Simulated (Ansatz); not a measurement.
## A computed series for Mg2Sn: pressure series

Take Mg₂Sn (space group Fm-3m, No. 225) as the base.

```yaml
crystal:
  lattice:
    - [0.00000, 3.37289, 3.37289]
    - [3.37289, 0.00000, 3.37289]
    - [3.37289, 3.37289, 0.00000]
  atoms:
    - { symbol: Mg, position: [0.25000, 0.25000, 0.25000] }
    - { symbol: Mg, position: [0.75000, 0.75000, 0.75000] }
    - { symbol: Sn, position: [0.00000, 0.00000, 0.00000] }
```

Cell and atoms are relaxed at each pressure.

Calculations: DFT with PBEsol, PAW potentials and a 420 eV plane-wave cutoff in Ansatz (a quantum-chemistry and plane-wave program), spin-orbit coupling left out.

Notes on the quantities. enthalpy: H = E + PV relative to the base's energy.

```csv
variant,enthalpy,volume per atom
base,–,25.58 Å³
pressure −2 GPa,-0.33 eV/atom,26.93 Å³
pressure −1 GPa,-0.16 eV/atom,26.21 Å³
pressure 0.9 GPa,+0.14 eV/atom,25.09 Å³
pressure 2.1 GPa,+0.33 eV/atom,24.49 Å³
pressure 4.5 GPa,+0.69 eV/atom,___
pressure 9 GPa,+1.32 eV/atom,22.00 Å³
pressure 15 GPa,+2.12 eV/atom,20.56 Å³
pressure 22.5 GPa,+3.05 eV/atom,19.23 Å³
pressure 30 GPa,+3.93 eV/atom,18.20 Å³
```

Problem. What belongs in the blanks?

Solution. 
- pressure 4.5 GPa, volume per atom: 23.47 Å³

Load acts through the strain it causes; cell and atoms are relaxed under it. No phonon test of stability was made. No other phases were tried under pressure.
